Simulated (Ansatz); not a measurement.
The starting structures come from a database of crystals and need not be the phases stable at ambient conditions.

Crystal: Tl3VSe4 (I-43m, not sure to be the ambient phase, 8 atoms a cell, 28.7 Å³ an atom); planes in its conventional cell.

Method: r2SCAN (plane waves, PAW; Ansatz, a first-principles code).

The gap is the functional's own. No spin-orbit coupling. Mid-gap values are interpolated on the energy grid.

| plane | area of the cell (Å²) | mid-gap κ (1/Å) | largest κ in the gap (1/Å) |
|---|---|---|---|
| (110) | 42.1 | 0.24 | 0.24 |
| (001) | 59.5 | ? | ? |

Q: The slowest decay depends on the direction. Supply the withheld values.

A: 
- (001), mid-gap κ (1/Å): 0.28
- (001), largest κ in the gap (1/Å): 0.28
